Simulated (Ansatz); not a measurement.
**rock-salt TaN (0 0 1) on zinc-blende GaSb (0 0 1) (film strained to the substrate, started from cuts of the bulks and a machine-learned relaxation; slabs Ga6Sb5 and N12Ta12, which can lie off the formulas)**

A periodic stack without vacuum, rock-salt TaN (0 0 1) on zinc-blende GaSb (0 0 1) (film strained to the substrate, started from cuts of the bulks and a machine-learned relaxation; slabs Ga6Sb5 and N12Ta12, which can lie off the formulas): substrate slab Ga6Sb5, film N12Ta12, surface cells [[1, 0], [1, 1]] and [[0, -1], [2, 1]], film strained by -0.5 and -0.5 %, outermost planes Ga/Ga and NTa/NTa as cut, which need not be the usual terminations and can put a slab off its formula.

The start was prepared with a machine-learned potential, and the result is one local minimum, with the in-plane cell held and forces under 0.04 eV/Å; the film can end far from its bulk form.

Method: PBE (plane waves to 420 eV, PAW; Ansatz, an electronic-structure program). Spin–orbit coupling is left out; the runs are not spin-polarised. Its k-point mesh 7×7×1, Fermi–Dirac width 0.05 eV.

```
Property                                                                                   Result
--------------------------------------------------------------------------------  ---------------
interface area                                                                            19.3 Å²
period                                                                                    29.97 Å
heights between the nearest atoms of the two slabs at the two interfaces          2.47 and 2.46 Å
Ga–Ta contacts across the interfaces within 1.22 times the sum of covalent radii   2, mean 2.75 Å
Sb–Ta contacts across the interfaces within 1.22 times the sum of covalent radii   2, mean 3.13 Å
```

```
Ga6Ta12N12Sb5
1.0
    4.39224     0.00100     0.08088
    0.00098     4.39166    -0.10807
   -0.51971    -1.50567    30.00749
Ga Sb N Ta
6 5 12 12
Direct
  0.03213   0.88411   0.12882
  0.53097   0.70184   0.05635
  0.02967   0.00346   0.33711
  0.52922   0.45105   0.23325
  0.37483   0.09093   0.51361
  0.51616   0.55974   0.44170
  0.03105   0.34792   0.07371
  0.02862   0.47646   0.28518
  0.53131   0.92295   0.18107
  0.00714   0.58146   0.49686
  0.52825   0.03257   0.38927
  0.55215   0.19686   0.67658
  0.02268   0.65881   0.67594
  0.03201   0.14018   0.59625
  0.53865   0.63402   0.59597
  0.55287   0.23840   0.82550
  0.01819   0.76999   0.82526
  0.01992   0.19380   0.74539
  0.55164   0.73403   0.74526
  0.53758   0.32405   0.97402
  0.03170   0.83258   0.97427
  0.01804   0.27182   0.89471
  0.55100   0.80934   0.89402
  0.05200   0.15786   0.67049
  0.52341   0.69159   0.67039
  0.53691   0.13810   0.60245
  0.03777   0.64169   0.60122
  0.05246   0.26588   0.81951
  0.51846   0.73621   0.81924
  0.52005   0.23727   0.75188
  0.05138   0.69698   0.75170
  0.03766   0.32906   0.96906
  0.53121   0.82588   0.96793
  0.51902   0.31173   0.89973
  0.04976   0.77529   0.89973
```
